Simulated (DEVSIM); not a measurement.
System: illuminated Si n-on-p cell, one wavelength, at 300 K.

Layer 1 from the left is Si, thickness (μm) 0.970, Nd (cm⁻³) 6e17, τn (s) 1.1e-6, τp (s) 3.6e-7, absorption coefficient (cm⁻¹) 6300. Layer 2 from the left is Si, thickness (μm) 71.0, Na (cm⁻³) 8.7e15, τn (s) 1.9e-6, τp (s) 1.9e-6, absorption coefficient (cm⁻¹) 6300.

Left contact: ohmic, minority hole recombination velocity 80000 cm/s. Right contact: ohmic, minority electron recombination velocity 20000 cm/s. Voltage is applied to the left contact. Recombination: SRH at mid-gap, radiative, Auger. Gap narrowing is on: ΔEg = 6.92 meV × (l + √(l² + 0.5)), l = ln(N/1.3e17 cm⁻³), shared equally by both band edges. Light enters at the left, 2.8e16 photons cm⁻² s⁻¹, one pass, no reflection. Mobility is μmin + (μ − μmin)/(1 + (N/Nref)^α).

Constants are typed, rounded textbook-type inputs, not results; the design itself was drawn at random and stands for no fabricated device. Values at 300 K.

Si: gap (eV) 1.124, affinity (eV) 4.05, permittivity 11.7, Nc (cm⁻³) 2.86e19, Nv (cm⁻³) 3.1e19, μn (cm²/Vs) 1417, μp (cm²/Vs) 470, μn,min 52, μp,min 45, Nref,n 9.7e16, Nref,p 2.2e17, αn 0.68, αp 0.72, B (cm³/s) 4.7e-15, Cn (cm⁶/s) 2.8e-31, Cp (cm⁶/s) 9.9e-32.

Model (solved in DEVSIM): 1D drift-diffusion, Boltzmann statistics, complete ionisation; no tunnelling, impact ionisation, image-force lowering or self-heating.

Task: What does the simulation give for the open-circuit voltage, the short-circuit current, the potential step across the device at zero bias, the largest field in the device at zero bias?

Result: open-circuit voltage 0.503 V; short-circuit current 3.74 mA/cm²; potential step across the device at zero bias 0.801 V; largest field in the device at zero bias 53000 V/cm.
